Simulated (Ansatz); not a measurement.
Cell and atoms of amorphous Hf₁₈O₃₄:

```xyz
52
Lattice="8.7619 0.0000 0.0000 0.0000 8.7619 0.0000 0.0000 0.0000 8.7619" Properties=species:S:1:pos:R:3 pbc="T T T"
Hf     0.1621     6.8404     4.5198
Hf     6.5508     5.5639     7.3632
Hf     3.7728     7.3129     0.2347
Hf     5.1743     3.2702     5.5128
Hf     3.3665     6.4365     5.3298
Hf     2.5421     3.1746     8.1647
Hf     1.5010     3.3299     4.3052
Hf     0.9651     5.4850     0.9909
Hf     6.5391     8.5295     6.2146
Hf     8.3888     2.3907     7.0356
Hf     7.6977     1.5072     3.3687
Hf     1.6441     0.6905     1.5278
Hf     1.8729     0.2198     6.7723
Hf     3.8634     4.3881     2.3787
Hf     4.9829     1.5837     0.5479
Hf     6.8570     4.7026     2.1287
Hf     5.1670     8.0319     2.9516
Hf     6.9710     7.9768     0.6505
O      2.6917     7.1267     7.1669
O      8.4129     2.8357     4.9955
O      6.2367     1.5689     5.2746
O      4.8222     7.9243     5.1012
O      1.4936     5.3077     5.0973
O      3.4871     8.6013     2.0297
O      3.0239     5.0912     0.4060
O      3.5528     3.2416     4.2010
O      7.5995     6.4935     6.0137
O      8.6247     0.3502     6.4961
O      0.6848     4.0802     8.1277
O      7.9768     3.1317     2.1507
O      8.4921     5.9796     2.7593
O      3.6708     6.1725     3.3598
O      4.3109     2.7704     7.3180
O      3.4725     0.4902     8.2332
O      5.3836     6.3992     1.5606
O      1.8390     2.3179     6.2551
O      6.6387     1.0326     8.1076
O      4.7566     5.2184     6.2307
O      5.4125     3.6836     1.0839
O      6.8166     3.6565     6.9290
O      7.6733     5.8442     0.3336
O      1.0891     1.5049     8.4663
O      1.6109     7.3808     0.8454
O      7.3884     8.2720     4.1782
O      5.8076     4.3696     3.7568
O      5.5190     7.2970     7.7497
O      5.8003     1.2762     2.5042
O      1.1610     1.5641     3.2807
O      3.0881     2.4372     1.2237
O      8.3792     0.2550     1.7360
O      1.7919     7.9869     4.9210
O      1.7647     4.3459     2.5048
```

All values below come from PBE, scalar-relativistic without spin-orbit coupling (plane waves to 420 eV, PAW; Ansatz, a first-principles code). The usual formal charges leave 4 electrons over, so the level spacing at the Fermi energy parts defect or band states and needn't be the band gap.

It comes from a melt-quench run on a machine-learned potential (CHGNet), relaxed afterwards by DFT. O atoms were pushed apart under 1.9 Å during the dynamics, to hinder bonds among them. The hot cell started wider than the set density and was brought back towards it in steps. It is the lowest in DFT energy of 4 quenches. It is a model cell: composition and starting density were chosen by hand, and all elements were melted together. No dispersion term was used. Its density started from a set value of 9.27 and ended at 9.27 g/cm³. The quench (nominally 450 K/ps over its main leg) was far faster than any real one, so the model tends to hold more defects than a real film. A cell of this size samples the disorder only roughly. The volume was held where the preparation left it, at a PBE pressure of -0.9 GPa (tension). Stress components on the final sampling reach 3.1 GPa.

Neighbours within Hf-Hf 3.34 Å, Hf-O 2.58 Å, O-O 1.58 Å count as bonded. Two cations that share two anions don't count as bonded, nor two that share one unless they lie closer than Hf-Hf 3.25 Å.

Give the coordination numbers, mean bond lengths and angles.


The mean coordination of Hf by anions comes out as 6.11 (3 with 5, 10 with 6, 5 with 7); 4 close contacts or bonds to cations besides and the mean coordination of O comes out as 3.24 (1 with 2, 24 with 3, 9 with 4). The mean Hf-O bond is 2.159 Å (spread 0.119 Å, 110 counted), the mean Hf-Hf close contact comes out as 3.009 Å (spread 0.085 Å, 2 counted) and the bond angle at Hf comes out as mean 102.3°, spread 29.6°. The bond angle at O comes out as mean 113.0°, spread 19.9°.

List the pairs of like atoms that count as bonded by the rules above.

Hf15-Hf18 (3.09 Å), Hf17-Hf18 (2.92 Å).

What Bader charges do the atoms carry, from a run on one k-point at (1/4, 1/4, 1/4)?

Means (range): Hf +2.48 e (+1.43 to +2.65), O -1.32 e (-1.37 to -1.26).
```json
[
 {"atom": "Hf1", "charge (e)": "+2.60"},
 {"atom": "Hf2", "charge (e)": "+2.54"},
 {"atom": "Hf3", "charge (e)": "+2.42"},
 {"atom": "Hf4", "charge (e)": "+2.65"},
 {"atom": "Hf5", "charge (e)": "+2.62"},
 {"atom": "Hf6", "charge (e)": "+2.55"},
 {"atom": "Hf7", "charge (e)": "+2.64"},
 {"atom": "Hf8", "charge (e)": "+2.59"},
 {"atom": "Hf9", "charge (e)": "+2.52"},
 {"atom": "Hf10", "charge (e)": "+2.62"},
 {"atom": "Hf11", "charge (e)": "+2.63"},
 {"atom": "Hf12", "charge (e)": "+2.62"},
 {"atom": "Hf13", "charge (e)": "+2.59"},
 {"atom": "Hf14", "charge (e)": "+2.59"},
 {"atom": "Hf15", "charge (e)": "+2.34"},
 {"atom": "Hf16", "charge (e)": "+2.52"},
 {"atom": "Hf17", "charge (e)": "+2.24"},
 {"atom": "Hf18", "charge (e)": "+1.43"},
 {"atom": "O19", "charge (e)": "-1.30"},
 {"atom": "O20", "charge (e)": "-1.29"},
 {"atom": "O21", "charge (e)": "-1.30"},
 {"atom": "O22", "charge (e)": "-1.33"},
 {"atom": "O23", "charge (e)": "-1.34"},
 {"atom": "O24", "charge (e)": "-1.29"},
 {"atom": "O25", "charge (e)": "-1.34"},
 {"atom": "O26", "charge (e)": "-1.31"},
 {"atom": "O27", "charge (e)": "-1.28"},
 {"atom": "O28", "charge (e)": "-1.31"},
 {"atom": "O29", "charge (e)": "-1.31"},
 {"atom": "O30", "charge (e)": "-1.26"},
 {"atom": "O31", "charge (e)": "-1.33"},
 {"atom": "O32", "charge (e)": "-1.30"},
 {"atom": "O33", "charge (e)": "-1.29"},
 {"atom": "O34", "charge (e)": "-1.32"},
 {"atom": "O35", "charge (e)": "-1.37"},
 {"atom": "O36", "charge (e)": "-1.34"},
 {"atom": "O37", "charge (e)": "-1.34"},
 {"atom": "O38", "charge (e)": "-1.33"},
 {"atom": "O39", "charge (e)": "-1.31"},
 {"atom": "O40", "charge (e)": "-1.30"},
 {"atom": "O41", "charge (e)": "-1.37"},
 {"atom": "O42", "charge (e)": "-1.32"},
 {"atom": "O43", "charge (e)": "-1.31"},
 {"atom": "O44", "charge (e)": "-1.35"},
 {"atom": "O45", "charge (e)": "-1.30"},
 {"atom": "O46", "charge (e)": "-1.37"},
 {"atom": "O47", "charge (e)": "-1.31"},
 {"atom": "O48", "charge (e)": "-1.29"},
 {"atom": "O49", "charge (e)": "-1.31"},
 {"atom": "O50", "charge (e)": "-1.31"},
 {"atom": "O51", "charge (e)": "-1.30"},
 {"atom": "O52", "charge (e)": "-1.28"}
]
```
